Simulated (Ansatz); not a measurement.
Cost and result by functional for the surface energy of the (111) surface of bcc Na in its 1x1 cell, outermost plane spacing 1.21 Å in the ideal cut, in Ansatz (plane waves, PAW). Single points on the PBE structure, on one kind of machine; costs are rough ratios of the slab run's core time (references not counted) to the cheapest single point. r2SCAN's cost holds its higher cutoff (500 against 420 eV). Differences are taken against r2SCAN for comparison alone: no measured value is at hand, so the table doesn't rank accuracy.

Set-up: 9 atoms, 9.7 Å thick at the start (thin: gaps and levels are the slab's own); mesh 7x7x1; 0.1 eV smearing; dipole correction on; all atoms relaxed; start symmetry kept, larger cells not searched; no spin, no spin-orbit, no U. These notes are the PBE run's.

```tsv
functional	relative cost	surface energy (J/m²)	less r2SCAN (J/m²)
LDA	1	0.28	0.00
PBEsol	1	0.27	-0.01
RPBE	1	0.23	-0.05
r2SCAN	2	0.28	0.00
PBE (the relaxed run's value)	–	0.25	-0.03
```

The values span 0.05 J/m², while the single points' costs differ by a factor of roughly 2. Differences are of unrounded values.

Ansatz is an electronic-structure program.
